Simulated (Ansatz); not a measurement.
P (model structure, started from the C4 type, I4₁32, No. 214, 4 atoms in the cell)

These are r²SCAN (plane waves, PAW; Ansatz, a program for electronic structure) values and carry that method's errors.

Settings: plane-wave cutoff 560 eV, 14×14×14 k mesh, Fermi–Dirac smearing 0.05 eV, scalar-relativistic PAW data made under PBE.

Cell (relaxed at this level):

P has the cubic space group I4₁32 (No. 214), Pearson symbol cI8. Lattice parameters: a = 5.9943 Å, b = 5.9943 Å, c = 5.9943 Å, α = 90.00°, β = 90.00°, γ = 90.00°. P on 8a has 3 P at 2.119 Å (trigonal planar). (Neighbours: up to the widest gap in distance over summed covalent radii, below 1.35, at either atom.)
(The calculation used a cell of 4 atoms; values per cell refer to that cell.)

band gap: none
bulk modulus: 51.5 GPa

Note: the bulk modulus is −V dP/dV from two relaxed cells at ±2 % in volume; the relaxation could raise the start's symmetry but not lower it, so the cell can be a saddle point.

The computed numbers hold no vibrational or temperature effects.

It cost very roughly 2.5 core-minutes of CPU time.

A model structure was made by putting elements into a prototype or built by hand; it is no filed structure, need not be a known phase, and can be a saddle point held by its symmetry.
